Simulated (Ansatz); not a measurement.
```yaml
crystal:
  lattice:
    - [3.84479, 0.00000, 0.00000]
    - [0.00000, 3.84479, 0.00000]
    - [0.00000, 0.00000, 3.84479]
  atoms:
    - { symbol: Sr, position: [0.00000, 0.00000, 0.00000] }
    - { symbol: Ti, position: [0.50000, 0.50000, 0.50000] }
    - { symbol: O, position: [0.50000, 0.00000, 0.50000] }
    - { symbol: O, position: [0.00000, 0.50000, 0.50000] }
    - { symbol: O, position: [0.50000, 0.50000, 0.00000] }
```

No spin polarisation.

The values are results of LDA (Ansatz, a program for electronic structure; PAW; 420 eV plane waves; no spin-orbit coupling), not measurements. Γ-centred 9×9×9 mesh, Fermi–Dirac width 0.05 eV.

What smallest direct gap does the calculation give?

2.18 eV.

Predict the width of the top valence band.

1.08 eV.

Estimate the gap character.

Indirect, R → Γ.

Load acts through the strain it causes; cell and atoms are relaxed under it. Whether these cells are dynamically stable was not tested. The final runs are not spin-polarised. The cell was made from SrTiO3 in the cubic perovskite structure (space group Pm-3m, No. 221) by this change: pressure 1.5 GPa. Many cubic perovskites are stable only at high temperature; tilts and polar distortions were not tested.
